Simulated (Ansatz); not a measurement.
The parent structure is Y in the hcp (Mg type) structure (space group P6_3/mmc, No. 194; a = 3.6826 Å, c = 5.6985 Å).

Calculations: DFT with r2SCAN, PAW potentials and a 500 eV plane-wave cutoff in Ansatz (an electronic-structure program), spin-orbit coupling left out.

For the base:

- Lattice parameter a = 3.683 Å

Now apply this change: a hydrostatic pressure of 100 GPa.

### Question
How does this affect the lattice parameter a?

### Answer
The lattice parameter a decreases by 0.966 Å, from 3.683 Å to 2.717 Å.

Load acts through the strain it causes; cell and atoms are relaxed under it. Whether these cells are dynamically stable was not tested. Competing high-pressure phases were not computed. All final runs are without spin polarisation.
